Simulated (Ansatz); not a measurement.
A calculation on CoSn (P6/mmm, No. 191, 6 atoms in the cell; start mp-20536) returned lattice constant a 5.223 Å, lattice parameter c 4.172 Å, cohesive energy 4.20 eV/atom.

Which level of theory produced these numbers?
(A) r²SCAN (Ansatz, an electronic-structure program)
(B) LDA (Ansatz)
(C) r²SCAN+rVV10 (Ansatz)
(D) PBE (Ansatz)

C, r²SCAN+rVV10 (Ansatz)

The others give: r²SCAN 5.242 Å, 4.187 Å, 3.93 eV/atom; LDA 5.171 Å, 4.125 Å, 5.51 eV/atom; PBE 5.294 Å, 4.234 Å, 4.18 eV/atom.

Unless a cell is named, each level is at its own relaxed cell (LDA 15.92, PBE 17.13, r²SCAN 16.60, r²SCAN+rVV10 16.43 Å³/atom).

The crystal itself was run without spin with r²SCAN, LDA, PBE, r²SCAN+rVV10; a magnetic state was not tried in these runs.

Caveats: the relaxation could not lower the start's symmetry, so the cell can be a saddle point above a distorted one (r²SCAN, LDA, PBE, r²SCAN+rVV10). Ansatz's density-functional and Hartree–Fock values are scalar-relativistic unless marked +SOC, with PAW data made under PBE.

A start named mp-… is a Materials Project structure, which need not be a measured phase.
